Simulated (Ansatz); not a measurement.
Results of HSE06-D3(BJ) in Ansatz (plane waves, PAW) for 1T (CdI2-type) MgI2.

Run with plane-wave cutoff 460 eV, 9×9×4 k mesh (along the axes of the cell as run), Fermi–Dirac smearing 0.01 eV, scalar-relativistic PAW data made under PBE.

Cell (relaxed at this level):

```yaml
crystal:
  lattice:
    - [2.04228, -3.53734, 0.00000]
    - [2.04228, 3.53734, 0.00000]
    - [0.00000, 0.00000, 6.68883]
  atoms:
    - { symbol: Mg, position: [0.00000, 0.00000, 0.00000] }
    - { symbol: I, position: [0.33333, 0.66667, 0.24841] }
    - { symbol: I, position: [0.66667, 0.33333, 0.75159] }
```

**Question.** Predict the band gap.

**Answer.** 
- band gap = 4.42 eV (on the SCF k mesh)

Spin–orbit coupling is not included; with these elements it can move the gap by several tenths of an eV or more.

Computed values are for the static lattice.

Cost on a shared machine: very roughly 40 core-minutes.

Ansatz is an electronic-structure program.
